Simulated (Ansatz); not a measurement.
(Cu,Al): AlCu7

A 16-atom cell of (Cu,Al) started in the face-centred cubic structure, site fractions Cu 0.875, Al 0.125, short-range order -0.05 among the nearest mixed sites of the first mixed sublattice (0 is random, a negative value favours unlike neighbours), space group Fmmm at the end, an ordered arrangement that its symmetry holds.

The mixing enthalpy is taken against the end members in the face-centred cubic type, relaxed in the same cell and mesh.

These are PBE (plane waves to 420 eV, PAW; Ansatz, a program for electronic structure) values and carry that method's errors. Scalar-relativistic, without spin–orbit coupling. Its k-point mesh 6×6×6, Fermi–Dirac width 0.05 eV.

- volume per atom = 12.27 Å³
- Cu–Cu bonds (within 1.22 times the sum of covalent radii) = 2.588 Å on average, from 2.547 to 2.615 (73)
- Al–Cu bonds (within 1.22 times the sum of covalent radii) = 2.585 Å on average, from 2.551 to 2.614 (22)
- Al–Al bonds (within 1.22 times the sum of covalent radii) = 2.759 Å on average, from 2.759 to 2.759 (1)
- mixing enthalpy per site of the mixed sublattice = -83 meV
- departure of the mean lattice parameter from Vegard's line = -0.5 %

```xyz
16
Lattice="3.6797 3.6797 3.6486 3.6560 -3.6560 3.6486 3.6560 -3.6560 -3.6486" Properties=species:S:1:pos:R:3 pbc="T T T"
Cu     5.4944    -5.4944     0.0000
Cu     3.6524    -1.8090    -1.8243
Cu     3.6455    -3.6455     0.0000
Cu     5.4954    -1.8157    -0.0198
Cu     5.5094    -3.6305     1.8243
Cu     7.3102    -1.8297     1.8243
Cu     1.8384    -1.8384     0.0000
Cu     3.6682     0.0115     0.0198
Cu     3.6749    -1.8315     1.8243
Cu     5.5112     0.0048     1.8243
Cu     5.4954    -1.8157     3.6685
Cu    -0.0104     0.0104     0.0000
Al     1.7785    -0.0494     1.8243
Al     3.7291     1.9012     1.8243
Cu     3.6682     0.0115     3.6288
Cu     5.4887     0.0273     5.4729
```
